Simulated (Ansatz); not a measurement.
**Ni3Si (Pm-3m): band-structure transport figures**

Consider the following.

```
Ni3Si
1.0
    3.46109     0.00000     0.00000
    0.00000     3.46109     0.00000
    0.00000     0.00000     3.46109
Si Ni
1 3
Direct
  0.00000   0.00000   0.00000
  0.00000   0.50000   0.50000
  0.50000   0.00000   0.50000
  0.50000   0.50000   0.00000
```

Level of theory: r2SCAN, rigid bands (plane waves, PAW, scalar-relativistic; Ansatz, a first-principles code). Condition of this run: functional r2SCAN on the same cell. Geometry: cell and atoms relaxed with PBEsol.

```
Item                                                              Value
------------------------------------  ---------------------------------
density of states at the Fermi level  2.21 states/(eV·cell), both spins
bare Sommerfeld coefficient                   1.30 mJ/(mol of atoms·K²)
Drude plasma energy                                             1.97 eV
root-mean-square Fermi velocity                               1.7e5 m/s
resistivity times τ                                    126 ×10⁻²² Ω·m·s
```

A metal at this level (no band gap); rigid bands, thermally averaged at 300 K, both spins. Spin-orbit coupling is left out. τ is one relaxation time for all states.

Computed structure with no diffraction record at hand here (it may be known, metastable or hypothetical): Ni3Si (Pm-3m). Treated as nonmagnetic (a ferromagnetic start lost its moment, other orders weren't tried): Ni3Si (Pm-3m).
